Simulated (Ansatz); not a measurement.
The reference is CdSe in the zinc blende structure (space group F-43m, No. 216; a = 6.1332 Å). Axes: x, y, z lie along the cube axes.

Calculations: r2SCAN, PAW, 500 eV (Ansatz, a program for electronic structure; without spin-orbit coupling).

Strains are applied to the cell and any free atomic positions relax; under biaxial strain the out-of-plane vector relaxes too.

One change was made to it. Results:

```csv
quantity,base,after
"valence-band top at Γ (three highest levels, from the VBM)","0.00, 0.00, 0.00 eV","0.00, -0.14, -0.14 eV"
"pressure (mean of the normal stresses, compression positive)",0.01 GPa,-1.14 GPa
band gap,1.04 eV,0.88 eV
```

Which of these changes matches the shifts?
A. biaxial strain +0.83 %, plane normal [111], relaxed out of plane
B. biaxial strain +2.08 %, plane normal [111], relaxed out of plane
C. biaxial strain +1.25 %, plane normal [111], relaxed out of plane

B, biaxial strain +2.08 %, plane normal [111], relaxed out of plane. For comparison, the band gap in the other runs: biaxial strain +0.83 %, plane normal [111], relaxed out of plane gives 0.97 eV; biaxial strain +1.25 %, plane normal [111], relaxed out of plane gives 0.94 eV.

Gaps are read on the SCF mesh and a high-symmetry path. No phonon test of stability was made.
